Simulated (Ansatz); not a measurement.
The reference is PbS in the rock salt structure (space group Fm-3m, No. 225; a = 5.975 Å).

Level of theory: plane-wave PAW DFT at the r2SCAN level (Ansatz, a first-principles code, 500 eV), scalar-relativistic without spin-orbit coupling, earlier PAW set.

For the base:

The valley order is L along ⟨111⟩ 0.70 eV; a point along ⟨110⟩, about 0.6 Å⁻¹ from Γ 1.59 eV.

Modification: every lattice vector is shortened by 2.09 %, atoms relaxed at fixed cell.

What happens to the valley order, energy relative to the base and mean gap deformation potential ΔEg/Δln V?

The valley order (the lowest conduction-band minima on the path, energy above the VBM, named in the base's zone) changes from L along ⟨111⟩ 0.70 eV; a point along ⟨110⟩, about 0.6 Å⁻¹ from Γ 1.59 eV to L along ⟨111⟩ 0.45 eV; a point along ⟨110⟩, about 0.7 Å⁻¹ from Γ 1.41 eV; the energy goes up by 20 meV/atom; the mean gap deformation potential ΔEg/Δln V comes out as +4.0 eV.

Spin-orbit coupling, missing from the scalar runs, can matter with Pb. The cells carry an imposed strain or load. Stability against distortions was not tested.
